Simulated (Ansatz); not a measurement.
Worked example: self-consistent single point of LuAu (P4mm, 2 atoms in the cell) in Ansatz (a first-principles code)

Computed with PBEsol, default PAW files made with PBE (plane waves; Ansatz).

Input:

Ansatz 0.2 input:
```yaml
crystal:
  lattice:
    - [3.51413300, 0.00000000, 0.00000000]
    - [0.00000000, 3.51413300, 0.00000000]
    - [0.00000000, 0.00000000, 3.51413300]
  atoms:
    - { symbol: Lu, position: [0.50000000, 0.50000000, 0.51422800] }
    - { symbol: Au, position: [0.00000000, 0.00000000, 0.00000000] }
basis:
  ecutwfc: 420.0
kpoints:
  mp_grid:
    grid: [9, 9, 9]
hamiltonian:
  xc: pbesol
  pseudopotentials:
    kind: paw
scf:
  occupations:
    method: fermi_dirac
    width: 0.1
output:
  forces: true
  eigenvalues: true
  stress: true
```

The program printed (abridged):

```
WARN ansatz: RAYON_NUM_THREADS=1 ignored (pool sized by the plan → 1); use --threads N
Pseudopotentials: kind: paw
Pseudopotential: Lu, paw, valence charge 25
Pseudopotential: Au, paw, valence charge 19
Crystal: 2 atoms, lattice volume = 43.396 Å³
Basis set: ecut = 420 eV, 847 PW (Γ), exchange–correlation on 48×48×48 points (8 copies of the dense FFT grid, shifted against one another)
Bands: 27, of which v1, the nominal top of the filled ones, is band 22 counted from 1 (21 counted from 0)
Symmetry: 8 space group operations
Space group: P4mm (ITA 99), of the structure as read, at distance tolerance 3.5e-5 Å
k-points: 75 of 729 (time reversal used)
PAW frozen core: Lu, regenerated for the run's functional, and the local potential with it
PAW frozen core: Au, regenerated for the run's functional, and the local potential with it
Initial density: superposition of atomic densities (neutral atoms: chi_scale 0, normalization atom), corrected by the library's trained network
Initial wavefunctions: pseudopotential atomic-orbital guess
Eigensolver: davidson
Functional: x = pbesol(κ = 0.804, μ = 0.12345679012345678), c = pbesol(β = 0.046)
SCF iter   1: F=—  HF=-27620.322044 eV  |F-HF|=—  |Δ(HF+E_count)|=         —  Δρ=5.05e-3  dr2=1.38e-2  ethr=1.77e-3  ⟨swp⟩=5.3  Hψ=10251  notcnv=0
all-band conjugate gradients solve this SCF's bands
preconditioner: auto → Kerker (q_TF=auto, 2.735 Å⁻¹)
SCF iter   2: F=—  HF=-27620.317570 eV  |F-HF|=—  |Δ(HF+E_count)|=   4.47e-3  Δρ=1.90e-3  dr2=1.66e-3  ethr=3.13e-5  ⟨swp⟩=2.2  Hψ=4285  notcnv=0
SCF iter   3: F=—  HF=-27620.317322 eV  |F-HF|=—  |Δ(HF+E_count)|=   2.48e-4  Δρ=9.55e-4  dr2=3.71e-4  ethr=3.76e-6  ⟨swp⟩=2.8  Hψ=4306  notcnv=0
SCF iter   4: F=—  HF=-27620.317151 eV  |F-HF|=—  |Δ(HF+E_count)|=   1.72e-4  Δρ=6.08e-4  dr2=1.09e-4  ethr=8.44e-7  ⟨swp⟩=3.5  Hψ=4510  notcnv=0
SCF iter   5: F=—  HF=-27620.317133 eV  |F-HF|=—  |Δ(HF+E_count)|=   1.81e-5  Δρ=1.65e-4  dr2=1.46e-5  ethr=2.47e-7  ⟨swp⟩=2.3  Hψ=3674  notcnv=0
SCF iter   6: F=—  HF=-27620.317102 eV  |F-HF|=—  |Δ(HF+E_count)|=   3.06e-5  Δρ=6.25e-5  dr2=1.29e-6  ethr=3.32e-8  ⟨swp⟩=2.3  Hψ=4065  notcnv=0
SCF iter   7: F=-27620.317102 eV  HF=-27620.317102 eV  |F-HF|=5.92e-8  |Δ(HF+E_count)|=   1.27e-7  Δρ=1.68e-5  dr2=7.70e-8  ethr=2.27e-10  ⟨swp⟩=8.0  Hψ=14728  notcnv=0
SCF 1 converged in 7 iterations: F = -27620.317102 eV  dr2 = 7.70e-8
SCF converged after 7 iterations
Free energy (F): -27620.317102 eV
Harris-Foulkes:  -27620.317102 eV  (|F-HF|=5.92e-8)
Internal energy: -27620.285943 eV  (E = F + TS)
E sigma→0 (E₀):  -27620.301522 eV
Entropy (-TS):   -0.031159 eV (-15.579 meV/atom)
Fermi energy:    17.629307 eV
--- Per-component energies (eV) ---
  E_band       = -193.345541
  E_kinetic    = 1022.521851
  E_local      = -8164.227733  (includes V_loc(G=0)·N_el)
  E_nonlocal   = 656.355622
  E_hartree    = 3419.024427
  E_xc         = -444.085776
  E_vxc        = -533.437130  (∫ρ·V_xc dr)
  E_paw        = -16819.605791  (= ΣΔE_a)
  E_vpaw       = -12.588275  (= ΣTr[D̂ρ^β])
  E_aug_tail   = 0.001391  (compensation charges beyond the density's cutoff)
  E_ewald      = -7291.771581
  E_core_change = 1.501647  (= ΣΔE_core)
  E_smearing   = -0.031159  (= −TS)
  E_closure    = 0.000000  (closes the sum)
  Σ components = -27620.317102   (vs F -27620.317102, Δ=0.00e0)
--- Forces (eV/Å), atoms counted from 1 ---
  atom   1  Lu     0.00000000     0.00000000    -0.11368382
  atom   2  Au    -0.00000000     0.00000000     0.11368455
  max |Σ_I F_I| component: 7.32e-7 eV/Å
--- Stress (GPa, compression-positive) ---
       -3.031064       0.000000      -0.000000
        0.000000      -3.031064       0.000000
       -0.000000       0.000000      -3.051906
  P = ⅓ Tr σ = -3.0380 GPa (-30.380 kbar)
  The stress holds the Pulay correction. Without it, at fixed plane waves, as pw.x and ABINIT print it: P = -3.0898 GPa
--- Band table (eV; the first three rows and the last of 75) ---
  k-point 0: bands = ["-88.6026", "-39.9538", "-39.9538", "-39.9531", "-38.9130", "-9.4961", "-9.4958", "-9.4958", "9.3077", "11.8574", "11.8631", "12.3375", "12.3375", "12.3395", "12.3441", "12.3441", "12.3446", "12.3687", "13.1798", "13.1834", [...]
  k-point 1: bands = ["-88.6026", "-39.9546", "-39.9537", "-39.9537", "-38.9116", "-9.5255", "-9.4940", "-9.4940", "9.5195", "11.8730", "11.9641", "12.3274", "12.3274", "12.3412", "12.3447", "12.3447", "12.3495", "12.3744", "13.1728", "13.1728", [...]
  k-point 2: bands = ["-88.6025", "-39.9583", "-39.9535", "-39.9535", "-38.9081", "-9.5992", "-9.4893", "-9.4893", "10.1246", "11.9049", "12.2193", "12.2927", "12.2927", "12.3071", "12.3497", "12.3542", "12.3542", "12.4770", "13.1491", "13.1491", [...]
  k-point 74: bands = ["-88.6022", "-39.9612", "-39.9612", "-39.9605", "-38.8902", "-9.6771", "-9.6769", "-9.6767", "12.2863", "12.3254", "12.3323", "12.3324", "12.3684", "12.3684", "12.3717", "12.3888", "12.4567", "12.4577", "13.8269", "13.8277", [...]
```

The run converged in 7 iterations.

The starting cell comes from a database of computed structures (which also holds hypothetical and non-ambient phases and stackings), without a prior relaxation at this level. Its lattice was rescaled by up to half a per cent. One atom was moved a little off its site on purpose. Spin-orbit coupling is off. With a pressure of about -3 GPa the cell is away from its equilibrium volume at this level. Ansatz's pressure includes its estimate of the finite-basis (Pulay) stress.
